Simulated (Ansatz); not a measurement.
Consider interstitial F in monoclinic HfO2, charge state -1. Method: PBE, PAW (plane waves to 420 eV; Ansatz, an electronic-structure program).

Cell of 96 host sites held at the relaxed PBE lattice; the Γ point alone; Fermi-Dirac width 0.01 eV, spin-restricted; finite-size errors left in. No zero-point or tunnelling terms. Spin-orbit coupling is left out. The charge state is imposed; whether it is stable for some Fermi level was not computed. Sites that were not tried may lie lower.

Barriers: single points on a 2×2×2 k-point mesh shifted by half a step at the bands' geometries.

Relaxed starting cell (atoms counted from 1):

```yaml
crystal:
  lattice:
    - [10.32305, 0.00000, 0.00000]
    - [0.00000, 10.42402, 0.00000]
    - [-1.79660, 0.00000, 10.55307]
  atoms:
    - { symbol: Hf, position: [0.13907, 0.22999, 0.35232] }
    - { symbol: Hf, position: [0.13958, 0.22942, 0.85522] }
    - { symbol: Hf, position: [0.13532, 0.72983, 0.35493] }
    - { symbol: Hf, position: [0.13957, 0.72876, 0.85475] }
    - { symbol: Hf, position: [0.63726, 0.22505, 0.35889] }
    - { symbol: Hf, position: [0.63661, 0.23107, 0.85342] }
    - { symbol: Hf, position: [0.63931, 0.73077, 0.35302] }
    - { symbol: Hf, position: [0.63694, 0.72825, 0.85625] }
    - { symbol: Hf, position: [0.37009, 0.27881, 0.14867] }
    - { symbol: Hf, position: [0.36351, 0.27389, 0.63786] }
    - { symbol: Hf, position: [0.36293, 0.77262, 0.14464] }
    - { symbol: Hf, position: [0.36135, 0.77093, 0.64572] }
    - { symbol: Hf, position: [0.86140, 0.27306, 0.14615] }
    - { symbol: Hf, position: [0.86302, 0.27228, 0.64699] }
    - { symbol: Hf, position: [0.85962, 0.77092, 0.14585] }
    - { symbol: Hf, position: [0.86338, 0.77142, 0.64710] }
    - { symbol: Hf, position: [0.36575, 0.47966, 0.38872] }
    - { symbol: Hf, position: [0.36305, 0.47281, 0.88999] }
    - { symbol: Hf, position: [0.36154, 0.97792, 0.39447] }
    - { symbol: Hf, position: [0.36221, 0.98093, 0.89583] }
    - { symbol: Hf, position: [0.86053, 0.47838, 0.39576] }
    - { symbol: Hf, position: [0.86393, 0.47952, 0.89712] }
    - { symbol: Hf, position: [0.86276, 0.97993, 0.39651] }
    - { symbol: Hf, position: [0.86283, 0.97905, 0.89748] }
    - { symbol: Hf, position: [0.13889, 0.02370, 0.10497] }
    - { symbol: Hf, position: [0.13843, 0.02261, 0.60419] }
    - { symbol: Hf, position: [0.13939, 0.52348, 0.10599] }
    - { symbol: Hf, position: [0.13860, 0.52163, 0.60240] }
    - { symbol: Hf, position: [0.63795, 0.02339, 0.10551] }
    - { symbol: Hf, position: [0.63775, 0.01910, 0.60545] }
    - { symbol: Hf, position: [0.62864, 0.51827, 0.10226] }
    - { symbol: Hf, position: [0.63822, 0.52290, 0.60446] }
    - { symbol: O, position: [0.03340, 0.08718, 0.42554] }
    - { symbol: O, position: [0.03389, 0.08708, 0.92462] }
    - { symbol: O, position: [0.03201, 0.58669, 0.42538] }
    - { symbol: O, position: [0.03424, 0.58842, 0.92629] }
    - { symbol: O, position: [0.53982, 0.07273, 0.42292] }
    - { symbol: O, position: [0.53301, 0.08875, 0.92367] }
    - { symbol: O, position: [0.53689, 0.58766, 0.42363] }
    - { symbol: O, position: [0.52949, 0.58650, 0.92436] }
    - { symbol: O, position: [0.48592, 0.37771, 0.04016] }
    - { symbol: O, position: [0.46644, 0.41897, 0.57115] }
    - { symbol: O, position: [0.46366, 0.92041, 0.07661] }
    - { symbol: O, position: [0.46549, 0.91350, 0.57704] }
    - { symbol: O, position: [0.96849, 0.41505, 0.07656] }
    - { symbol: O, position: [0.96706, 0.41372, 0.57564] }
    - { symbol: O, position: [0.96590, 0.91465, 0.07614] }
    - { symbol: O, position: [0.96775, 0.91433, 0.57651] }
    - { symbol: O, position: [0.45769, 0.30893, 0.34614] }
    - { symbol: O, position: [0.46973, 0.34205, 0.80710] }
    - { symbol: O, position: [0.46407, 0.83177, 0.32632] }
    - { symbol: O, position: [0.46591, 0.83663, 0.82716] }
    - { symbol: O, position: [0.96470, 0.33628, 0.32563] }
    - { symbol: O, position: [0.96890, 0.33756, 0.82618] }
    - { symbol: O, position: [0.96423, 0.83726, 0.32505] }
    - { symbol: O, position: [0.96764, 0.83675, 0.82640] }
    - { symbol: O, position: [0.03147, 0.16406, 0.17445] }
    - { symbol: O, position: [0.03397, 0.16398, 0.67623] }
    - { symbol: O, position: [0.02880, 0.66423, 0.17412] }
    - { symbol: O, position: [0.03404, 0.66377, 0.67539] }
    - { symbol: O, position: [0.53448, 0.16240, 0.17915] }
    - { symbol: O, position: [0.53467, 0.16446, 0.66988] }
    - { symbol: O, position: [0.54337, 0.68048, 0.16525] }
    - { symbol: O, position: [0.53386, 0.66501, 0.67567] }
    - { symbol: O, position: [0.22415, 0.37250, 0.48647] }
    - { symbol: O, position: [0.22812, 0.37684, 0.98862] }
    - { symbol: O, position: [0.22394, 0.87173, 0.48835] }
    - { symbol: O, position: [0.22451, 0.87353, 0.98785] }
    - { symbol: O, position: [0.72453, 0.37106, 0.48890] }
    - { symbol: O, position: [0.73024, 0.37135, 0.98644] }
    - { symbol: O, position: [0.72678, 0.86993, 0.48950] }
    - { symbol: O, position: [0.72389, 0.87134, 0.98869] }
    - { symbol: O, position: [0.27560, 0.13399, 0.01285] }
    - { symbol: O, position: [0.27603, 0.12732, 0.50942] }
    - { symbol: O, position: [0.27742, 0.63040, 0.01135] }
    - { symbol: O, position: [0.27588, 0.62883, 0.51086] }
    - { symbol: O, position: [0.77475, 0.12880, 0.01340] }
    - { symbol: O, position: [0.77618, 0.12832, 0.51456] }
    - { symbol: O, position: [0.77088, 0.62620, 0.01352] }
    - { symbol: O, position: [0.77719, 0.62805, 0.51415] }
    - { symbol: O, position: [0.27401, 0.11975, 0.26041] }
    - { symbol: O, position: [0.27644, 0.12269, 0.76109] }
    - { symbol: O, position: [0.26584, 0.62842, 0.26276] }
    - { symbol: O, position: [0.27519, 0.62100, 0.76004] }
    - { symbol: O, position: [0.77682, 0.12213, 0.26311] }
    - { symbol: O, position: [0.77506, 0.12289, 0.76436] }
    - { symbol: O, position: [0.77533, 0.62089, 0.26394] }
    - { symbol: O, position: [0.77572, 0.62297, 0.76416] }
    - { symbol: O, position: [0.21782, 0.37628, 0.23797] }
    - { symbol: O, position: [0.22499, 0.37723, 0.73617] }
    - { symbol: O, position: [0.22382, 0.88013, 0.23769] }
    - { symbol: O, position: [0.22467, 0.87912, 0.73812] }
    - { symbol: O, position: [0.72010, 0.37798, 0.23834] }
    - { symbol: O, position: [0.72674, 0.38029, 0.73767] }
    - { symbol: O, position: [0.72444, 0.88157, 0.23926] }
    - { symbol: O, position: [0.72522, 0.87851, 0.73977] }
    - { symbol: F, position: [0.42739, 0.48386, 0.20728] }
```
Cell charge -1.

End state 1 differs by these moves (Å; atoms that move under 0.08 Å are left out):

```
atom  element     Δx     Δy     Δz
----  -------  -----  -----  -----
7          Hf  -0.09  -0.09  -0.01
9          Hf  -0.09  -0.09  -0.01
17         Hf   0.04   0.04   0.10
18         Hf  -0.02   0.06   0.07
31         Hf   0.04   0.04   0.10
32         Hf  -0.02   0.06   0.07
37          O  -0.03   0.09   0.01
39          O  -0.30   0.37   0.39
40          O   0.04  -0.04   0.06
41          O  -0.30   0.37   0.39
42          O   0.04  -0.04   0.06
43          O  -0.03   0.09   0.01
49          O   0.01   0.12  -0.11
50          O  -0.07  -0.06   0.19
51          O   0.03   0.07  -0.05
61          O   0.03   0.07  -0.05
63          O   0.01   0.12  -0.11
64          O  -0.07  -0.06   0.19
83          O   0.15  -0.05   0.00
87          O   0.08   0.04  -0.01
89          O   0.08   0.04  -0.01
93          O   0.15  -0.05   0.00
97          F   1.35   0.35   0.91
```

Task: What forward and backward barriers to end state 1 does PBE, PAW give?

Result: forward 0.13 eV, backward 0.13 eV; at the saddle point atom 97 has neighbours Hf at 2.15, Hf at 2.16; O at 2.35, 3 O at 2.36, O at 2.68, O at 2.70 Å. The program found a first-order saddle point.
